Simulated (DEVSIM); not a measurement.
Structure: W/SiO2/n-GaAs capacitor, at 300 K.

Layer 1 from the left is SiO2, thickness (nm) 1.50. Layer 2 from the left is GaAs, thickness (nm) 6500, Nd (cm⁻³) 9.7e15.

Metal gate on the left, work function 4.6 eV. Fixed charge at the semiconductor interface -1.7e11 cm⁻² (in units of +e); no interface traps.

The device is made up for the run: typed textbook-type constants, with dimensions and the other settings drawn at random. Values at 300 K.

SiO2: gap (eV) 9, affinity (eV) 0.9, permittivity 3.9. GaAs: gap (eV) 1.424, affinity (eV) 4.07, permittivity 12.9, Nc (cm⁻³) 4.7e17, Nv (cm⁻³) 9e18.

Question: Estimate by hand the flat-band voltage, the threshold voltage, and compare with a numerical solution.

Answer: 
- Flat-band voltage: C = 2.30 μF/cm², work-function difference 0.430 V; VFB = φms − qNf/C = 0.44 V; numerical 0.44 V.
- Threshold voltage: φF = 0.574 V, depletion charge √(4εqNφF) = 6.38e-8 C/cm²; VT = VFB − 2φF − Qd/C = -0.73 V; numerical -0.73 V.

DEVSIM, 1D Poisson equation in equilibrium, Boltzmann statistics, complete ionisation; no quantum confinement or tunnelling. Metal contacts follow the ideal Schottky-Mott rule: no Fermi-level pinning, no interface dipoles.
